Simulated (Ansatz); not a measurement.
Input and output of a self-consistent single point for the (001) slab of LiF (cut from a parent of space group no. 225; 8 atoms in the cell) (Ansatz, a first-principles code).

Method of the run: PBE (plane waves, PAW; Ansatz).

The change in words: vacuum of 7 angstrom (first run: 14 Å). Reference geometry:
```xyz
8
Lattice="2.8582 0.0000 0.0000 -2.8582 2.8582 0.0000 0.0000 0.0000 20.0631" Properties=species:S:1:pos:R:3 pbc="T T T"
F     -1.4291     1.4291     9.0210
F      0.0000     0.0000     7.0000
F     -1.4291     1.4291    13.0631
F      0.0000     0.0000    11.0421
Li     0.0000     0.0000     9.0210
Li    -1.4291     1.4291     7.0000
Li     0.0000     0.0000    13.0631
Li    -1.4291     1.4291    11.0421
```

Reference input (self-consistent single point, DFT, PBE, plane waves, default PAW files): basis.ecutwfc = 30.9 Ry; kpoints.mp_grid.grid = 11 11 1; hamiltonian.xc = pbe; hamiltonian.pseudopotentials = {kind: paw} (the program's default PAW files); scf.occupations.method = fermi_dirac; scf.occupations.width = 0.0037 Ry. This run's input differs from it in these lines:

Ansatz 0.2 input:
```diff
@@ -4,12 +4,12 @@
     - [-2.858189, 2.858189, 0.000000]
-    - [0.000000, 0.000000, 20.063113]
+    - [0.000000, 0.000000, 13.063113]
   atoms:
-    - { symbol: F, position: [0.000000, 0.500000, 0.449632] }
-    - { symbol: F, position: [0.000000, 0.000000, 0.348899] }
-    - { symbol: F, position: [0.000000, 0.500000, 0.651101] }
-    - { symbol: F, position: [0.000000, 0.000000, 0.550368] }
-    - { symbol: Li, position: [0.000000, 0.000000, 0.449632] }
-    - { symbol: Li, position: [0.000000, 0.500000, 0.348899] }
-    - { symbol: Li, position: [0.000000, 0.000000, 0.651101] }
-    - { symbol: Li, position: [0.000000, 0.500000, 0.550368] }
+    - { symbol: F, position: [1.000000, 0.500000, 0.422642] }
+    - { symbol: F, position: [0.000000, 0.000000, 0.267930] }
+    - { symbol: F, position: [1.000000, 0.500000, 0.732070] }
+    - { symbol: F, position: [0.000000, 0.000000, 0.577358] }
+    - { symbol: Li, position: [0.000000, 0.000000, 0.422642] }
+    - { symbol: Li, position: [1.000000, 0.500000, 0.267930] }
+    - { symbol: Li, position: [0.000000, 0.000000, 0.732070] }
+    - { symbol: Li, position: [1.000000, 0.500000, 0.577358] }
 basis:
```

The program printed (abridged):

```
SCF iter   1: F=—  HF=-4064.370434 eV  |F-HF|=—  |Δ(HF+E_count)|=         —  Δρ=6.29e-4  dr2=6.64e-4  ethr=1.77e-3  ⟨swp⟩=6.8  Hψ=2904  notcnv=0  defer=5
all-band conjugate gradients solve this SCF's bands
preconditioner: auto → Resta (q_TF=auto, 2.317 Å⁻¹)
SCF iter   2: F=—  HF=-4064.370785 eV  |F-HF|=—  |Δ(HF+E_count)|=   3.51e-4  Δρ=3.37e-4  dr2=1.80e-4  ethr=1.66e-6  ⟨swp⟩=2.2  Hψ=1068  notcnv=0  defer=48
SCF iter   3: F=—  HF=-4064.371035 eV  |F-HF|=—  |Δ(HF+E_count)|=   2.50e-4  Δρ=2.98e-4  dr2=5.91e-5  ethr=4.49e-7  ⟨swp⟩=2.0  Hψ=882  notcnv=0  defer=48
SCF iter   4: F=—  HF=-4064.370555 eV  |F-HF|=—  |Δ(HF+E_count)|=   4.80e-4  Δρ=4.43e-5  dr2=1.54e-6  ethr=1.48e-7  ⟨swp⟩=2.0  Hψ=978  notcnv=0  defer=48
SCF iter   5: F=—  HF=-4064.370556 eV  |F-HF|=—  |Δ(HF+E_count)|=   9.11e-7  Δρ=2.15e-5  dr2=2.61e-7  ethr=3.85e-9  ⟨swp⟩=2.0  Hψ=831  notcnv=0  defer=48
SCF iter   6: F=-4064.370556 eV  HF=-4064.370556 eV  |F-HF|=4.66e-8  |Δ(HF+E_count)|=   3.61e-8  Δρ=9.83e-6  dr2=6.32e-8  ethr=2.50e-10  ⟨swp⟩=9.7  Hψ=2612  notcnv=0
SCF 1 converged in 6 iterations: F = -4064.370556 eV  dr2 = 6.32e-8
Free energy (F): -4064.370556 eV
Internal energy: -4064.370556 eV  (E = F + TS)
E sigma→0 (E₀):  -4064.370556 eV
Fermi energy:    0.954216 eV
--- Forces (eV/Å), atoms counted from 1 ---
  atom   1  F      0.00000000     0.00000000    -0.01423770
  atom   2  F      0.00000000     0.00000000    -0.34212705
  atom   3  F      0.00000000     0.00000000     0.34212705
  atom   4  F      0.00000000     0.00000000     0.01423770
  atom   5  Li     0.00000000     0.00000000    -0.01048586
  atom   6  Li     0.00000000     0.00000000     0.29616341
  atom   7  Li     0.00000000     0.00000000    -0.29616341
  atom   8  Li     0.00000000     0.00000000     0.01048586
--- Stress (GPa, compression-positive) ---
       -1.426118       0.000000       0.000000
        0.000000      -1.426118       0.000000
        0.000000       0.000000       0.488806
  P = ⅓ Tr σ = -0.7878 GPa (-7.878 kbar)
  The stress holds the Pulay correction. Without it, at fixed plane waves, as pw.x and ABINIT print it: P = -1.2048 GPa
```

The run converged in 6 iterations. Against the reference run the free energy stays essentially unchanged (within 1 meV/atom), the largest force stays at 0.342 eV/Å and the gap on the mesh goes from 6.440 to 6.104 eV.

The starting cell has typed, rounded lattice constants, without a prior relaxation at this level. The slab is cut from that crystal, and its faces are unrelaxed. Its lattice was rescaled by up to half a per cent. Spin polarisation is off, though cut faces can carry moments; a gap of a slab can lie between surface states.
